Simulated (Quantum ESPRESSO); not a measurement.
Input and output of a self-consistent single point for ZnWO₄ (P2/c, 12 atoms in the cell) (Quantum ESPRESSO).

Method of the run: LDA (PW92), PseudoDojo standard norm-conserving (LDA) pseudopotentials (plane waves; Quantum ESPRESSO).

```
ZnWO4
1.0
    4.67672     0.00000     0.00000
    0.00000     5.72971     0.00000
   -0.05050     0.00000     4.93619
Zn W O
2 2 8
Direct
  0.50000   0.67636   0.75000
  0.50000   0.32364   0.25000
  0.00000   0.18113   0.75000
  0.00000   0.81887   0.25000
  0.78269   0.10643   0.06492
  0.21731   0.89357   0.93508
  0.21731   0.10643   0.43508
  0.78269   0.89357   0.56492
  0.74307   0.37611   0.59734
  0.25693   0.62389   0.40266
  0.25693   0.37611   0.90266
  0.74307   0.62389   0.09734
```

Reference input (self-consistent single point, DFT, LDA (PW92), plane waves, PseudoDojo standard norm-conserving (LDA) pseudopotentials): ecutwfc = 85 Ry; occupations = smearing; smearing = gauss; degauss = 0.0036749 Ry; potentials = {Zn: Zn.upf, W: W.upf, O: O.upf}; K_POINTS = automatic 3 3 3 0 0 0; conv_thr = 1e-10 Ry. This run's input differs from it in these lines:

```diff
@@ -16,3 +16,3 @@
    ntyp = 3
-   ecutwfc = 85
+   ecutwfc = 51
    occupations = 'smearing'
```

Output (repeated stretches shortened):

```
     Self-consistent Calculation

     iteration #  1     ecut=    51.00 Ry     beta= 0.70

     total energy              =   -1400.61976401 Ry
     estimated scf accuracy    <       3.86288055 Ry

     iteration #  2     ecut=    51.00 Ry     beta= 0.70

     total energy              =   -1399.03268826 Ry
     estimated scf accuracy    <      18.97516324 Ry

     iteration #  3     ecut=    51.00 Ry     beta= 0.70

     total energy              =   -1402.50734528 Ry
     estimated scf accuracy    <       1.38212010 Ry

   [... 7 blocks of this kind left out ...]

     iteration # 11     ecut=    51.00 Ry     beta= 0.70

     total energy              =   -1402.64984418 Ry
     estimated scf accuracy    <          3.4E-10 Ry

     iteration # 12     ecut=    51.00 Ry     beta= 0.70
     End of self-consistent calculation

     the Fermi energy is    10.5819 ev

!    total energy              =   -1402.64984418 Ry
     estimated scf accuracy    <          1.3E-11 Ry
     smearing contrib. (-TS)   =      -0.00000000 Ry
     internal energy E=F+TS    =   -1402.64984418 Ry

     convergence has been achieved in  12 iterations

     Forces acting on atoms (cartesian axes, Ry/au):

     atom    1 type  1   force =     0.00000000   -0.00012779    0.00000000
     atom    2 type  1   force =     0.00000000    0.00012779    0.00000000
     atom    3 type  2   force =     0.00000000    0.00052183    0.00000000
     atom    4 type  2   force =     0.00000000   -0.00052183    0.00000000
     atom    5 type  3   force =     0.01361620   -0.00245492   -0.00780587
   [... lines left out ...]

     Total force =     0.042851     Total SCF correction =     0.000015

          total   stress  (Ry/bohr**3)                   (kbar)     P=    -1490.88
  -0.01017449   0.00000000   0.00000024        -1496.72        0.00        0.03
   0.00000000  -0.01009481   0.00000000            0.00    -1485.00        0.00
   0.00000024   0.00000000  -0.01013503            0.03        0.00    -1490.91

   JOB DONE.
```

The run converged in 12 iterations. Against the reference run the free energy rises by 1.53 eV/atom, the pressure goes from -9.95 to -149.1 GPa, the largest force moves little (0.405 to 0.408 eV/Å) and the gap on the mesh goes from 2.992 to 2.975 eV.

The starting cell comes from a database of computed structures (which also holds hypothetical and non-ambient phases and stackings), without a prior relaxation at this level. Spin-orbit coupling is off.

Cost on one core of a shared machine: roughly 2 min.
